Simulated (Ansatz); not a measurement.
**ZrSi2: pressure −1 GPa**

Base system: ZrSi$_{2}$ (space group Cmcm, No. 63; a = 3.7046 Å, b = 14.7953 Å, c = 3.6790 Å).

It is then changed as follows: hydrostatic tension (pressure −1 GPa).

All numbers come from plane-wave PAW DFT at the PBE level (Ansatz, a first-principles code, 420 eV), scalar-relativistic without spin-orbit coupling, earlier PAW set. Settings: 13×13×13 k-points, 0.05 eV Fermi–Dirac smearing.

The volume per atom increases by 0.14 Å³ (16.80 Å³ → 16.94 Å³) and the density shrinks by 0.04 g/cm³, from 4.86 g/cm³ to 4.82 g/cm³. The shortest interatomic distance increases by 0.004 Å (2.420 Å → 2.424 Å) and the band gap remains zero.

Cost of the whole job for the changed cell (relaxation, final SCF and bands): about 4 core-minutes (a rough figure).

Load acts through the strain it causes; cell and atoms are relaxed under it. Whether these cells are dynamically stable was not tested. All final runs are without spin polarisation.
